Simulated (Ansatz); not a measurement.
For MgO (model structure, started from the GeS type, Fm-3m, No. 225, 8 atoms in the cell), PBE-D3(BJ) (plane waves, PAW; Ansatz, a first-principles code) gives:

```
Quantity                   Result
-------------------  ------------
lattice parameter a       4.208 Å
cohesive energy      5.28 eV/atom
band gap                  4.77 eV
```

Q: What does r²SCAN+rVV10 (Ansatz, PAW) give for the same quantities?

A: 
- lattice constant a: 4.195 Å (drops by 0.3 %)
- cohesive energy: 5.36 eV/atom (grows by 0.08 eV/atom)
- band gap: 5.71 eV (increases by 0.94 eV)

Changes are worked out from the printed values.

Unless a cell is named, each level is at its own relaxed cell (PBE-D3(BJ) 9.31, r²SCAN+rVV10 9.23 Å³/atom).

Density-functional gaps are differences of (generalised) Kohn–Sham levels.

Ansatz's density-functional and Hartree–Fock values are scalar-relativistic unless marked +SOC, with PAW data made under PBE.

A model structure was made by putting elements into a prototype or built by hand; here it ended with the formula and space group of a phase in our tables.
